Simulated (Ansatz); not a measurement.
Structures of equal composition on the (0001) surface of 4H silicon carbide (Si plane on top): 2x2 Si adatom at H3; 2x2 Si adatom at T1; 2x2 Si adatom at T4. The slabs share one bottom face, and each structure is named by its start. These are constructed structures in small cells; real faces may alloy, dewet or reconstruct in larger ones, and not all known structures of the face are among them. Slabs of about 10 Å, Fermi-Dirac smearing of 0.025 eV. Bottom of the slabs: H caps. Relaxed from the named starts with such symmetry as they have, on meshes of like density; energies extrapolated to zero smearing; spin only where a row says so; no spin-orbit coupling, no U. Brackets mark spin-polarised runs, whose order is one that fits the cell. Where a second, spin-polarised start was run, the lower counts.

Calculation: r2SCAN, at the PBE geometry (plane waves to 500 eV, PAW; Ansatz, a program for electronic structure).

Task: Put the candidates in order of energy per 1x1 cell, lowest first, for r2SCAN, at the PBE geometry.

Result: 2x2 Si adatom at H3 (0.000 eV), 2x2 Si adatom at T4 (0.015 eV), 2x2 Si adatom at T1 (0.665 eV)
